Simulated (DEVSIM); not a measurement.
Device: Si p-n junction from an implanted or diffused profile, at 300 K.

```tsv
layer (left to right)	material	thickness (μm)	Nd (cm⁻³)	τn (s)	τp (s)
1	Si	17.0	7.8e14	3.5e-5	3.5e-5
```

Added acceptor profile: 1.1e19 cm⁻³ × exp(−(x − 0 μm)²/(2·(0.13 μm)²)). Left contact: ohmic. Right contact: ohmic. Voltage is applied to the left contact. Recombination: SRH at mid-gap, radiative, Auger. Gap narrowing is on: ΔEg = 6.92 meV × (l + √(l² + 0.5)), l = ln(N/1.3e17 cm⁻³), shared equally by both band edges. Mobility is μmin + (μ − μmin)/(1 + (N/Nref)^α).

Constants are typed, rounded textbook-type inputs, not results; the design itself was drawn at random and stands for no fabricated device. Values at 300 K.

```csv
parameter,Si
gap (eV),1.124
affinity (eV),4.05
permittivity,11.7
Nc (cm⁻³),2.86e19
Nv (cm⁻³),3.1e19
μn (cm²/Vs),1417
μp (cm²/Vs),470
"μn,min",52
"μp,min",45
"Nref,n",9.7e16
"Nref,p",2.2e17
αn,0.68
αp,0.72
B (cm³/s),4.7e-15
Cn (cm⁶/s),2.8e-31
Cp (cm⁶/s),9.9e-32
```

DEVSIM, 1D drift-diffusion, Boltzmann statistics, complete ionisation; no tunnelling, impact ionisation, image-force lowering or self-heating.

Tabulate band edges, carrier densities and field at zero bias.

Energies count from the Fermi level of the right contact; mesh points crowd at the junctions.

| x (μm) | Ec (eV) | Ev (eV) | n (cm⁻³) | p (cm⁻³) | field (V/cm) |
|---|---|---|---|---|---|
| 0.000 | 1.035 | -0.027 | 120 | 1.1e19 | -15 |
| 0.02037 | 1.035 | -0.027 | 120 | 1.1e19 | -230 |
| 0.04992 | 1.034 | -0.029 | 120 | 1.0e19 | -560 |
| 0.09585 | 1.032 | -0.034 | 130 | 8.4e18 | -1100 |
| 0.1881 | 1.023 | -0.054 | 190 | 3.9e18 | -2100 |
| 0.2730 | 1.008 | -0.084 | 330 | 1.2e18 | -3100 |
| 0.3614 | 0.987 | -0.127 | 760 | 2.3e17 | -4400 |
| 0.4784 | 0.913 | -0.211 | 13000 | 9.0e15 | -9400 |
| 0.5668 | 0.820 | -0.304 | 490000 | 2.4e14 | -11000 |
| 0.6738 | 0.707 | -0.416 | 3.8e7 | 3.1e12 | -9900 |
| 0.9170 | 0.501 | -0.623 | 1.1e11 | 1.1e9 | -7000 |
| 1.683 | 0.276 | -0.847 | 6.5e14 | 180000 | -320 |
| 3.004 | 0.272 | -0.852 | 7.8e14 | 150000 | ≈ 0 |
| 5.758 | 0.272 | -0.852 | 7.8e14 | 150000 | ≈ 0 |
| 12.00 | 0.272 | -0.852 | 7.8e14 | 150000 | ≈ 0 |
| 14.51 | 0.272 | -0.852 | 7.8e14 | 150000 | ≈ 0 |
| 15.77 | 0.272 | -0.852 | 7.8e14 | 150000 | ≈ 0 |
| 16.42 | 0.272 | -0.852 | 7.8e14 | 150000 | ≈ 0 |
| 16.79 | 0.272 | -0.852 | 7.8e14 | 150000 | ≈ 0 |
| 16.91 | 0.272 | -0.852 | 7.8e14 | 150000 | ≈ 0 |
| 16.96 | 0.272 | -0.852 | 7.8e14 | 150000 | ≈ 0 |
| 17.00 | 0.272 | -0.852 | 7.8e14 | 150000 | ≈ 0 |
